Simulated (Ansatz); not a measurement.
# Converging the plane-wave cutoff: KTlO2 (R3m, 4 atoms in the cell)

```xyz
4
Lattice="1.7181 0.9920 6.0717 -1.7181 0.9920 6.0717 0.0000 -1.9839 6.0717" Properties=species:S:1:pos:R:3 pbc="T T T"
K      0.0000     0.0000     9.1576
Tl     0.0000     0.0000     0.0000
O      0.0000     0.0000    13.3350
O      0.0000     0.0000     4.8802
```

Level of theory: LDA (PW92), default PAW files made with PBE (plane waves; Ansatz, a quantum-chemistry and plane-wave program).

Base settings: basis.ecutwfc = 420 eV; kpoints.mp_grid.grid = 8 8 8; hamiltonian.xc = lda; hamiltonian.pseudopotentials = {kind: paw} (the program's default PAW files); scf.occupations.method = fermi_dirac; scf.occupations.width = 0.02 eV.

The second cell is the first with its lattice scaled by 0.98.

The mesh stays at the base's, so the ladder's end is converged at best in this setting alone.

The first pressure column holds Ansatz's estimate of the finite-basis (Pulay) stress, which hides part of the cutoff error; the other is without it.

Only quantities that move along the ladder and can be compared are tabulated.

The count of work is k-points × plane waves × bands × iterations; it is no time. 

The starting cell comes from a database of computed structures (which also holds hypothetical and non-ambient phases and stackings), without a prior relaxation at this level. Its lattice was rescaled by up to half a per cent. One atom was moved a little off its site on purpose. In the base run, with a pressure of about -3 GPa the cell is away from its equilibrium volume at this level.

Steps (basis.ecutwfc): 145 eV; 170 eV; 190 eV; 210 eV; 230 eV; 250 eV; 295 eV; 335 eV; 380 eV; 420 eV; 460 eV; 505 eV; 565 eV; 630 eV; 735 eV; 840 eV; 1010 eV.

Task: What is the coarsest basis.ecutwfc that holds the pressure within 0.2 GPa of the last step, with all finer ones?

Result: 380 eV, at 0.23 of the last step's count of work; the step before is off by 0.33 GPa.

Task: What is the coarsest basis.ecutwfc that holds the energy of the compressed cell less the first within 0.5 meV/atom of the last step, with all finer ones?

Result: 420 eV, at 0.27 of the last step's count of work; the step before is off by 0.61 meV/atom.

Task: What is the coarsest basis.ecutwfc that holds the forces within 0.02 eV/Å of the last step, with all finer ones?

Result: 335 eV, at 0.19 of the last step's count of work; the step before is off by 0.12 eV/Å.

| basis.ecutwfc | free energy less the last step's (meV/atom) | energy of the compressed cell less the first (meV/atom) | pressure (GPa) | pressure without the Pulay estimate (GPa) | largest difference of a force vector from the last step's (eV/Å) | count of work / last |
|---|---|---|---|---|---|---|
| 145 eV | 19821.57 | 134.09 | 27.10 | -469.56 | 5.118 | 0.061 |
| 170 eV | 10321.06 | 81.23 | 10.94 | -308.34 | 3.171 | 0.081 |
| 190 eV | 6071.85 | 4.38 | -1.72 | -213.58 | 0.323 | 0.100 |
| 210 eV | 3544.18 | -12.75 | -6.70 | -144.25 | 1.049 | 0.12 |
| 230 eV | 2073.38 | -26.29 | -6.93 | -96.03 | 1.006 | 0.14 |
| 250 eV | 1196.75 | -17.36 | -5.89 | -62.55 | 0.365 | 0.16 |
| 295 eV | 334.63 | -2.53 | -3.32 | -23.28 | 0.123 | 0.15 |
| 335 eV | 98.48 | 0.42 | -2.89 | -10.17 | 0.016 | 0.19 |
| 380 eV | 21.70 | -0.39 | -3.15 | -5.12 | 0.003 | 0.23 |
| 420 eV | 5.24 | -0.89 | -3.22 | -3.77 | 0.003 | 0.27 |
| 460 eV | 1.38 | -0.97 | -3.22 | -3.34 | 0.001 | 0.31 |
| 505 eV | 0.73 | -0.97 | -3.22 | -3.23 | 0.000 | 0.36 |
| 565 eV | 0.66 | -0.97 | -3.22 | -3.23 | 0.000 | 0.43 |
| 630 eV | 0.54 | -0.98 | -3.22 | -3.23 | 0.000 | 0.49 |
| 735 eV | 0.43 | -0.99 | -3.22 | -3.23 | 0.000 | 0.62 |
| 840 eV | 0.22 | -0.99 | -3.23 | -3.24 | 0.000 | 0.75 |
| 1010 eV | 0.00 | -1.00 | -3.23 | -3.23 | 0.000 | 1.0 |

The energy difference between the two cells stays within 1 meV/atom of the last step's from 380 eV on, the total only from 505 eV on: much of the error is common to both cells and cancels.

At the lowest cutoff the pressure without the Pulay estimate lies 466 GPa under the last step's, the usual sign of Pulay stress in an incomplete plane-wave basis.

Keys are those of Ansatz 0.2.
